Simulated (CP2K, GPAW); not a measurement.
A GPAW input for a self-consistent single point of ScBi (Fm-3m, 2 atoms in the cell) (DFT LDA (Perdew-Wang 92), plane waves, GPAW PAW datasets LDA (gpaw-data 1.0.1)):

```python
from ase import Atoms
from ase.units import GPa
from gpaw import GPAW

atoms = Atoms(['Sc', 'Bi'],
              cell=[[0.000000, 3.016204, 3.016204],
                    [3.016204, 0.000000, 3.016204],
                    [3.016204, 3.016204, 0.000000]],
              scaled_positions=[[0.500000, 0.500000, 0.500000],
                                [0.000000, 0.000000, 0.000000]],
              pbc=True)

calc = GPAW(mode={'name': 'pw', 'ecut': 800},
            xc='LDA',
            kpts={'size': (8, 8, 8), 'gamma': True},
            occupations={'name': 'methfessel-paxton', 'width': 0.2, 'order': 0},
            nbands=-8,
            symmetry={'symmorphic': False, 'tolerance': 0.0005},
            maxiter=100,
            txt='-')

atoms.calc = calc

energy = atoms.get_potential_energy()
print('Energy (eV):', round(energy, 6))
forces = atoms.get_forces()
print('Forces (eV/Ang):')
print(forces.round(5))
stress = atoms.get_stress()
print('Stress (GPa, Voigt):', (stress / GPa).round(4))
```

Translate this input to CP2K.

One input that does it (others would too):

```
&GLOBAL
  PROJECT run
  RUN_TYPE ENERGY_FORCE
  PRINT_LEVEL MEDIUM
&END GLOBAL
&FORCE_EVAL
  METHOD Quickstep
  STRESS_TENSOR ANALYTICAL
  &DFT
    BASIS_SET_FILE_NAME BASIS_MOLOPT
    POTENTIAL_FILE_NAME GTH_POTENTIALS
    &QS
      METHOD GPW
      EPS_DEFAULT 1E-10
    &END QS
    &MGRID
      CUTOFF 600
      REL_CUTOFF 50
      NGRIDS 5
    &END MGRID
    &SCF
      SCF_GUESS ATOMIC
      EPS_SCF 1E-6
      MAX_SCF 100
      ADDED_MOS 4
      &DIAGONALIZATION
        ALGORITHM STANDARD
      &END DIAGONALIZATION
      &MIXING
        METHOD BROYDEN_MIXING
        ALPHA 0.3
        NBUFFER 10
        BETA 1.5
      &END MIXING
      &SMEAR ON
        METHOD GAUSSIAN
        SIGMA [eV] 0.2
      &END SMEAR
    &END SCF
    &KPOINTS
      SCHEME MONKHORST-PACK 8 8 8
      GAMMA_CENTERED T
    &END KPOINTS
    &XC
      &XC_FUNCTIONAL PADE
      &END XC_FUNCTIONAL
    &END XC
    &PRINT
      &MO
        EIGENVALUES T
        OCCUPATION_NUMBERS T
        NDIGITS 8
        FILENAME mo
        &EACH
          QS_SCF 0
        &END EACH
        ADD_LAST NUMERIC
      &END MO
      &MULLIKEN ON
      &END MULLIKEN
    &END PRINT
  &END DFT
  &SUBSYS
    &CELL
      A 4.26555700 0.00000000 0.00000000
      B 2.13277800 3.69408000 0.00000000
      C 2.13277800 1.23136000 3.48281200
      PERIODIC XYZ
    &END CELL
    &COORD
      Sc       4.26555650     2.46272000     1.74140600
      Bi       0.00000000     0.00000000     0.00000000
    &END COORD
    &KIND Sc
      BASIS_SET DZVP-MOLOPT-SR-GTH
      POTENTIAL GTH-PADE-q11
    &END KIND
    &KIND Bi
      BASIS_SET DZVP-MOLOPT-SR-GTH
      POTENTIAL GTH-PADE-q5
    &END KIND
  &END SUBSYS
  &PRINT
    &FORCES ON
    &END FORCES
    &STRESS_TENSOR ON
    &END STRESS_TENSOR
  &END PRINT
&END FORCE_EVAL
```

Basis, cutoffs, solver keys and any potentials are the target program's own. This input uses DFT LDA (Pade form), GPW, DZVP-MOLOPT-SR-GTH basis, GTH-PADE potentials (GTH_POTENTIALS). LDA parametrisations can differ slightly between programs. Both were run: pressure -4.79 GPa in GPAW and -4.69 in CP2K.

On GPAW: the starting cell comes from a database of computed structures (which also holds hypothetical and non-ambient phases and stackings), without a prior relaxation at this level. Its lattice was rescaled by a random factor within 2.5 % of one. For this run, on top of that: lattice scaled by 0.98. With a pressure of about -5 GPa the cell is away from its equilibrium volume at this level.

On CP2K: the starting cell comes from a database of computed structures (which also holds hypothetical and non-ambient phases and stackings), without a prior relaxation at this level. Its lattice was rescaled by a random factor within 2.5 % of one. For this run, on top of that: lattice scaled by 0.98. Values carry the incompleteness of an atom-centred basis. With a pressure of about -5 GPa the cell is away from its equilibrium volume at this level.
